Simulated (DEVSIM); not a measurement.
Structure: abrupt Ge p-n junction, at 300 K.

```csv
layer (left to right),material,thickness (μm),Nd (cm⁻³),Na (cm⁻³),τn (s),τp (s)
1,Ge,27.0,-,2.4e16,1.7e-6,1.7e-6
2,Ge,94.0,3.1e15,-,1.7e-6,1.7e-6
```

Left contact: ohmic. Right contact: ohmic. Voltage is applied to the left contact. Recombination: SRH at mid-gap, radiative. Mobility is constant in doping.

The device is made up for the run: typed textbook-type constants, with dimensions and the other settings drawn at random. Values at 300 K; Nc and Nv go as T^1.5, mobilities as T to minus their exponent, the gap by Varshni's rule with the affinity fixed.

| parameter | Ge |
|---|---|
| gap (eV) | 0.664 |
| affinity (eV) | 4 |
| permittivity | 16 |
| Nc (cm⁻³) | 1.04e19 |
| Nv (cm⁻³) | 6e18 |
| μn (cm²/Vs) | 3900 |
| μp (cm²/Vs) | 1900 |
| T exponent of μn | 1.66 |
| T exponent of μp | 2.33 |
| B (cm³/s) | 6.4e-14 |
| Varshni α (eV/K) | 0.000477 |
| Varshni β (K) | 235 |

Simulated with DEVSIM: 1D drift-diffusion, Boltzmann statistics, complete ionisation; no tunnelling, impact ionisation, image-force lowering or self-heating.

The temperature was swept, all else fixed.

```json
[
 {"temperature (K)": "250", "dark forward voltage at 100 A/cm² (V)": "0.505", "largest field in the device at zero bias (V/cm)": "15000", "potential step across the device at zero bias (V)": "0.401"},
 {"temperature (K)": "300", "dark forward voltage at 100 A/cm² (V)": "___", "largest field in the device at zero bias (V/cm)": "___", "potential step across the device at zero bias (V)": "0.311"},
 {"temperature (K)": "350", "dark forward voltage at 100 A/cm² (V)": "0.404", "largest field in the device at zero bias (V/cm)": "11000", "potential step across the device at zero bias (V)": "0.219"},
 {"temperature (K)": "400", "dark forward voltage at 100 A/cm² (V)": "0.350", "largest field in the device at zero bias (V/cm)": "9500", "potential step across the device at zero bias (V)": "0.130"},
 {"temperature (K)": "450", "dark forward voltage at 100 A/cm² (V)": "0.266", "largest field in the device at zero bias (V/cm)": "7100", "potential step across the device at zero bias (V)": "0.065"},
 {"temperature (K)": "500", "dark forward voltage at 100 A/cm² (V)": "0.152", "largest field in the device at zero bias (V/cm)": "4700", "potential step across the device at zero bias (V)": "0.028"}
]
```

Problem. Complete the blanks.

Solution. 
- 300, dark forward voltage at 100 A/cm² (V): 0.454
- 300, largest field in the device at zero bias (V/cm): 13000
